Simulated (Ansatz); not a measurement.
Take BeS in the zinc blende structure (space group F-43m, No. 216) as the base.

```yaml
crystal:
  lattice:
    - [0.00000, 2.43799, 2.43799]
    - [2.43799, 0.00000, 2.43799]
    - [2.43799, 2.43799, 0.00000]
  atoms:
    - { symbol: S, position: [0.75000, 0.75000, 0.75000] }
    - { symbol: Be, position: [0.00000, 0.00000, 0.00000] }
```

Levels (all Ansatz, a program for electronic structure, PAW): PBE (420 eV, no SOC); r2SCAN (500 eV, no spin-orbit coupling).

Its gap is 3.15 eV with PBE and 3.60 eV with r2SCAN.

The change: a hydrostatic pressure of 3 GPa.

With PBE the gap becomes 3.08 eV.

If the r2SCAN correction stayed the same, what would the r2SCAN gap be, and what does the r2SCAN run give?

A rigid correction of +0.45 eV gives 3.53 eV. The r2SCAN run gives 3.53 eV, so the two effects roughly add.

Single points use the geometry relaxed with PBE. Load acts through the strain it causes; cell and atoms are relaxed under it. Whether these cells are dynamically stable was not tested.
